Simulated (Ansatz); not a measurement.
Base system: BP in the zinc blende structure (space group F-43m, No. 216; a = 4.5366 Å). Axes: x, y, z lie along the cube axes.

Level of theory: r2SCAN (Ansatz, an electronic-structure program; PAW; 500 eV plane waves; without spin-orbit coupling).

Strains are applied to the cell and any free atomic positions relax; under biaxial strain the out-of-plane vector relaxes too.

One change was made to it. Results:

```tsv
quantity	base	after
valence-band top at Γ (three highest levels, from the VBM)	0.00, 0.00, 0.00 eV	0.00, 0.00, -0.14 eV
band gap	1.41 eV	1.32 eV
shortest interatomic distance	1.964 Å	1.945 Å
smallest direct gap	3.60 eV	3.41 eV
```

**Question.** Which of these changes matches the shifts?
A) biaxial strain −2.08 %, plane normal [111], relaxed out of plane
B) biaxial strain −0.83 %, plane normal [111], relaxed out of plane
C) biaxial strain −1.25 %, plane normal [111], relaxed out of plane

**Answer.** C, biaxial strain −1.25 %, plane normal [111], relaxed out of plane. For comparison, the valence-band top at Γ in the other runs: biaxial strain −0.83 %, plane normal [111], relaxed out of plane gives 0.00, 0.00, -0.09 eV; biaxial strain −2.08 %, plane normal [111], relaxed out of plane gives 0.00, 0.00, -0.25 eV.

Stability against distortions was not tested.
